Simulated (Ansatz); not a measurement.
Symmetric slabs, relaxed from ideal cuts in 1x1 cells, of II-VI compounds: ionisation potential (eV) by functional, in Ansatz (plane waves, PAW). All structures are PBE's; the other columns are single points with references at the same level. No spin-orbit coupling, Hubbard U or dispersion. HSE06 ran on coarser k-meshes, so part of its shift is the mesh's. A star marks a polymorph or high-symmetry phase that is not the 0 K ground state. The rows are a random draw from the class, without slabs that broke up, higher cuts of a face and adsorbates that left their site.

```csv
system,PBE (eV),HSE06 (eV)
"wurtzite ZnS* (11-20) (cut with 2 S + 2 Zn on top), ideal cut with outer spacing 1.92 Å",6.03,?
"zinc-blende CdS* (110) (cut with Cd + S on top), ideal cut with outer spacing 2.10 Å",6.04,6.70
"wurtzite CdS (10-10) (cut with Cd + S on top), ideal cut with outer spacing 1.21 Å",6.08,6.76
"wurtzite ZnO (10-10) (cut with O + Zn on top), ideal cut with outer spacing 0.95 Å",6.02,7.11
"zinc-blende ZnSe (110) (cut with Se + Zn on top), ideal cut with outer spacing 2.03 Å",5.67,6.34
"wurtzite ZnO (11-20) (cut with 2 O + 2 Zn on top), ideal cut with outer spacing 1.64 Å",6.07,7.15
"wurtzite ZnS* (10-10) (cut with S + Zn on top), ideal cut with outer spacing 1.11 Å",6.07,6.81
"zinc-blende ZnS (110) (cut with S + Zn on top), ideal cut with outer spacing 1.92 Å",6.08,6.81
```

Problem. Fit a straight line y = a·x + b by least squares to the 7 complete rows (x: PBE (eV); y: HSE06 (eV)).

Solution. the means are x̄ = 6.0043 and ȳ = 6.8114; Σ(x − x̄)² = 0.13337 and Σ(x − x̄)(y − ȳ) = 0.17646, so a = 1.323 and b = ȳ − a·x̄ = -1.133. The largest residual is 0.278.

Problem. What does the line predict for the withheld row, wurtzite ZnS* (11-20) (cut with 2 S + 2 Zn on top), ideal cut with outer spacing 1.92 Å, and what did the calculation give?

Solution. the line gives 6.85; the calculation gave 6.76, a miss of -0.09, of the size of the fitted rows' scatter and rounding.

Ansatz is an electronic-structure program.
